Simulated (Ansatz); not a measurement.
The reference is GaN in the wurtzite structure (space group P6_3mc, No. 186; a = 3.183 Å, c = 5.184 Å). Axes: x lies along a and z along c of the hexagonal cell.

Structures relaxed with r2SCAN (Ansatz, an electronic-structure program; PAW; 500 eV plane waves; no spin-orbit coupling).

Base:

Simulated powder pattern, Co Kα, λ = 1.79026 Å (kinematic, ideal powder, no thermal factors, no anomalous dispersion; the 8 strongest lines at most, above 2 %, up to 2θ = 90°):

```csv
2θ (°),I/Imax (%),hkl
37.90,44,(100)
40.41,36,(002)
43.16,100,(101)
56.59,20,(102)
68.45,29,(110)
75.38,31,(103)
82.60,27,(112)
84.44,16,(201)
```

After one change:

Simulated powder pattern, Co Kα, λ = 1.79026 Å (kinematic, ideal powder, no thermal factors, no anomalous dispersion; the 8 strongest lines at most, above 2 %, up to 2θ = 90°):

| 2θ (°) | I/Imax (%) |
|---|---|
| 36.14 | 47 |
| 41.36 | 33 |
| 41.82 | 100 |
| 56.07 | 20 |
| 64.99 | 32 |
| 75.73 | 27 |
| 80.01 | 29 |
| 80.33 | 16 |

Problem. Which change produced these results?
A. strain tensor (xx, yy, zz, yz, xz, xy) = (+1.19, −0.37, +0.09, +0.14, −0.43, −0.82) %
B. isotropic strain +1.47 %
C. uniaxial stress, 5 GPa tension along x
D. biaxial strain +4.69 %, plane normal [001], relaxed out of plane

Solution. D, biaxial strain +4.69 %, plane normal [001], relaxed out of plane. Its volume per atom is 12.19 Å³ against 11.37 Å³, and its space group is P6_3mc (No. 186).

Stability under load was not tested beyond the relaxation.
